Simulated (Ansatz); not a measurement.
# Pressure series in BAs

Base system: BAs in the zinc blende structure (space group F-43m, No. 216; a = 4.7839 Å).

Cell and atoms are relaxed at each pressure.

All numbers come from r2SCAN, PAW, 500 eV (Ansatz, a first-principles code; scalar-relativistic without spin-orbit coupling).

Two rows of this table had their results exchanged by mistake.

```csv
pressure,volume per atom (Å³),shortest distance (Å),band gap
pressure −2 GPa,13.89,2.082,1.39 eV
pressure −1 GPa,13.78,2.076,1.39 eV
pressure 3 GPa,13.41,2.057,1.36 eV
pressure 7 GPa,13.08,2.040,1.33 eV
pressure 15 GPa,12.52,2.011,1.28 eV
pressure 30 GPa,9.61,1.841,0.96 eV
pressure 50 GPa,10.91,1.921,1.12 eV
pressure 75 GPa,10.18,1.877,1.03 eV
pressure 100 GPa,11.71,1.967,1.20 eV
```

Question: Which two?

Answer: The rows for pressure 30 GPa and pressure 100 GPa: the volume has to fall steadily with pressure, so 11.71 Å³ belongs to pressure 30 GPa and 9.61 Å³ to pressure 100 GPa.

Load acts through the strain it causes; cell and atoms are relaxed under it. Stability against distortions was not tested. Competing high-pressure phases were not computed.
